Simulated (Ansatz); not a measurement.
Base system: FeGe in the rock salt structure (space group Fm-3m, No. 225; a = 5.022 Å; ferromagnetic; a hypothetical phase, not in the database extracts checked).

Computed with r2SCAN in Ansatz (plane waves to 500 eV, PAW, no spin-orbit coupling).

Base values:

| Item | Value |
|---|---|
| Volume per atom | 15.83 Å³ |

The change: full substitution Ge → In, then cell and atoms are relaxed.

Q: Predict the new volume per atom.

A: The volume per atom grows by 4.34 Å³ (15.83 Å³ → 20.17 Å³).

The magnetic state is the one reached from the starting moments; the real material's order can differ, and small cells can't hold many antiferromagnetic ones. Stability against distortions was not tested. As relaxed here, InFe is a hypothetical phase, not in the database extracts checked.

Ansatz is a first-principles code.
